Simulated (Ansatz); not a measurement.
# GaSb: response to strain

Consider GaSb in the zinc blende structure (space group F-43m, No. 216).

```
GaSb
1.0
    0.00000     3.10671     3.10671
    3.10671     0.00000     3.10671
    3.10671     3.10671     0.00000
Ga Sb
1 1
Direct
  0.00000   0.00000   0.00000
  0.25000   0.25000   0.25000
```

Strains are applied to the cell and any free atomic positions relax.

The values are results of plane-wave PAW DFT at the PBE level (Ansatz, a program for electronic structure, 420 eV), no SOC, not measurements.

**Question.** Only one of these has a band gap. Which?
A) isotropic strain +3.00 %
B) isotropic strain −1.00 %
C) isotropic strain −2.00 %
D) isotropic strain +0.50 %

**Answer.** C, isotropic strain −2.00 %. Computed: isotropic strain −2.00 %: 0.14 eV; isotropic strain −1.00 %: zero; isotropic strain +3.00 %: zero; isotropic strain +0.50 %: zero

Spin-orbit coupling, missing from the scalar runs, can matter with Sb. No phonon test of stability was made. The final runs are not spin-polarised. The zero or small gap of GaSb can change with the level of theory.
